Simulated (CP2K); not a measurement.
CP2K run on LaOF (R-3m, 6 atoms in the cell): self-consistent single point.

Method: LDA (Pade form), GPW, DZVP-MOLOPT-SR-GTH basis, GTH-PADE potentials (GTH_POTENTIALS) (CP2K 2026.2).

The change in words: lattice scaled by 0.98. Reference geometry:
```
CELL_PARAMETERS angstrom
      7.25883     0.00000     0.00000
      6.08876     3.95191     0.00000
      6.08876     1.80274     3.51678
ATOMIC_POSITIONS crystal
  La 0.74190 0.74190 0.74190
  La 0.25810 0.25810 0.25810
  O  0.62271 0.62271 0.62271
  O  0.37729 0.37729 0.37729
  F  0.87066 0.87066 0.87066
  F  0.12934 0.12934 0.12934
```

Reference input (self-consistent single point, DFT LDA (Pade form), GPW, DZVP-MOLOPT-SR-GTH basis, GTH-PADE potentials (GTH_POTENTIALS)): CUTOFF = 550 Ry; REL_CUTOFF = 60 Ry; KPOINTS/SCHEME = MONKHORST-PACK 7 7 7; XC_FUNCTIONAL = PADE; La/BASIS_SET = DZVP-MOLOPT-SR-GTH; La/POTENTIAL = GTH-PADE-q11; O/BASIS_SET = DZVP-MOLOPT-SR-GTH; O/POTENTIAL = GTH-PADE-q6; F/BASIS_SET = DZVP-MOLOPT-SR-GTH; F/POTENTIAL = GTH-PADE-q7; METHOD = GPW; EPS_DEFAULT = 1e-10. This run's input differs from it in these lines:

```diff
@@ -60,4 +60,4 @@
     &CELL
-      ABC 7.25883000 7.25882987 7.25883001
-      ALPHA_BETA_GAMMA 32.98558823 32.98559281 32.98559108
+      ABC 7.11365300 7.11365274 7.11365298
+      ALPHA_BETA_GAMMA 32.98559629 32.98559904 32.98559599
       PERIODIC XYZ
@@ -65,8 +65,8 @@
     &COORD
-      La      14.41982955     4.26937632     2.60909760
-      La       5.01652245     1.48527568     0.90768040
-      O       12.10315244     3.58346208     2.18992228
-      O        7.33319956     2.17118992     1.32685572
-      F       16.92245423     5.01034531     3.06191793
-      F        2.51389777     0.74430669     0.45486007
+      La      14.13143150     4.18398882     2.55691606
+      La       4.91619150     1.45557018     0.88952694
+      O       11.86108818     3.51179287     2.14612418
+      O        7.18653482     2.12776613     1.30031882
+      F       16.58400344     4.91013844     3.00068006
+      F        2.46361956     0.72942056     0.44576294
     &END COORD
```

Log, with long lists cut:

```
 SCF WAVEFUNCTION OPTIMIZATION

  Step     Update method      Time    Convergence         Total energy    Change
     1 NoMix/Diag. 0.20E+00      -     1.16228627      -144.8112739740 -1.45E+02
     2 Broy./Diag. 0.20E+00      -     0.15156481      -138.8171212639  5.99E+00
     3 Broy./Diag. 0.20E+00      -     0.20576066      -142.2305913319 -3.41E+00
     4 Broy./Diag. 0.20E+00      -     0.04683315      -144.5363853891 -2.31E+00
     5 Broy./Diag. 0.20E+00      -     0.04410379      -143.8973443430  6.39E-01
     6 Broy./Diag. 0.20E+00      -     0.00294884      -144.4398087002 -5.42E-01
   [... 7 lines left out ...]
    14 Broy./Diag. 0.20E+00      -     0.00004705      -144.5015101120 -1.15E-03
    15 Broy./Diag. 0.20E+00      -     0.00000913      -144.5012285563  2.82E-04
    16 Broy./Diag. 0.20E+00      -     0.00000569      -144.5012646694 -3.61E-05
    17 Broy./Diag. 0.20E+00      -     0.00000043      -144.5012466301  1.80E-05
  *** SCF run converged in    17 steps ***

  Overlap energy of the core charge distribution:               0.00000000000123
  Self energy of the core charge distribution:               -336.13443399352826
  Core Hamiltonian energy:                                     84.63740716486150
  Hartree energy:                                             131.86891349215708
  Exchange-correlation energy:                                -24.87313329355911

  Total energy:                                              -144.50124663006756

                     Mulliken Population Analysis

 #  Atom  Element  Kind  Atomic population                           Net charge
       1     La       1          9.779568                              1.220432
       2     La       1          9.779568                              1.220432
   [... lines left out ...]

 STRESS| Analytical stress tensor [bar]
 STRESS|                        x                   y                   z
 STRESS|      x       -4.18740603123E+04  -3.08215149229E+01  -1.87980279172E+01
 STRESS|      y       -3.08215149229E+01  -4.17791986717E+04  -5.68177023557E+00
 STRESS|      z       -1.87980279172E+01  -5.68177023557E+00  -4.17735379974E+04
 STRESS| 1/3 Trace                                            -4.18089323271E+04
```

The run converged in 17 iterations. Against the reference run the free energy goes down by 46.5 meV/atom, the pressure goes from -10.53 to -4.18 GPa, the largest force goes from 0.330 to 0.042 eV/Å and the gap on the mesh goes from 4.332 to 4.415 eV.

The starting cell comes from a database of computed structures (which also holds hypothetical and non-ambient phases and stackings), without a prior relaxation at this level. Its lattice was rescaled by a random factor within 2.5 % of one. For this run, on top of that: lattice scaled by 0.98. Values carry the incompleteness of an atom-centred basis. With a pressure of about -4 GPa the cell is away from its equilibrium volume at this level.

Cost on one core of a shared machine: roughly 7 min.
